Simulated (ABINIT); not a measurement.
**Cost against accuracy: ecut for Ba3H12Ir2 (P-3m1, 17 atoms in the cell)**

Cell: a = 5.5640 Å, b = 5.5640 Å, c = 8.9905 Å, α = 90.00°, β = 90.00°, γ = 120.00°.

Method: PBEsol, norm-conserving pseudopotentials (PseudoDojo nc-sr-04 PBEsol standard) (plane waves; ABINIT 10.0.3).

Base settings: pseudos = [Ba.upf, H.upf, Ir.upf]; ecut = 980 eV; occopt = 1; ngkpt = 6 6 3; nshiftk = 1; shiftk = 0 0 0; potentials = PseudoDojo nc-sr-04 PBEsol standard; nband = 41; kptopt = 1; nstep = 80.

Misses are taken against the tightest run, 980 eV, which need not be fully converged itself. The energy is the free energy per atom.

The count of work is k-points × plane waves × bands × iterations; it is no time, and leaves out set-up, grids and terms that scale otherwise. Core times come from one kind of shared machine and are given to one figure; runs under 30 s give none.

The starting cell comes from a database of computed structures (which also holds hypothetical and non-ambient phases and stackings), without a prior relaxation at this level. Its lattice was rescaled by a random factor within 2.5 % of one. In the base run, with a pressure of about -4 GPa the cell is away from its equilibrium volume at this level.

The runs (ecut): 381 eV | 490 eV | 599 eV | 680 eV | 789 eV | 871 eV | 980 eV.

Problem. Which is the coarsest setting among those run that, with all tighter ones, holds the energy within 5 meV/atom of the reference, and what does it save?

Solution. 789 eV, off by 3.2 meV/atom; its saving against the reference is no more than about a factor of 2 in the count of work.

Problem. Which is the coarsest setting among those run that, with all tighter ones, holds the energy within 2 meV/atom of the reference, and what does it save?

Solution. 871 eV, off by 0.82 meV/atom; its saving against the reference is no more than about a factor of 2 in the count of work.

Problem. What does the step from 490 eV to 871 eV buy?

Solution. It takes the miss in the energy from 190 to 0.82 meV/atom, for 2.8 times the count of work and roughly 5 times the time.

| ecut | energy less reference (meV/atom) | pressure less reference (GPa) | largest difference in the force on any atom (eV/Å) | count of work / reference | core time / reference (rough) |
|---|---|---|---|---|---|
| 381 eV | 710.85 | -24.16 | 0.121 | 0.18 | 0.10 |
| 490 eV | 194.12 | -8.16 | 0.039 | 0.30 | 0.2 |
| 599 eV | 50.91 | -2.84 | 0.024 | 0.43 | 0.5 |
| 680 eV | 16.74 | -1.16 | 0.011 | 0.58 | 0.5 |
| 789 eV | 3.20 | -0.27 | 0.001 | 0.72 | 0.9 |
| 871 eV | 0.82 | -0.07 | 0.000 | 0.84 | 1 |
| 980 eV | 0.00 | 0.00 | 0.000 | 1.0 | 1 |
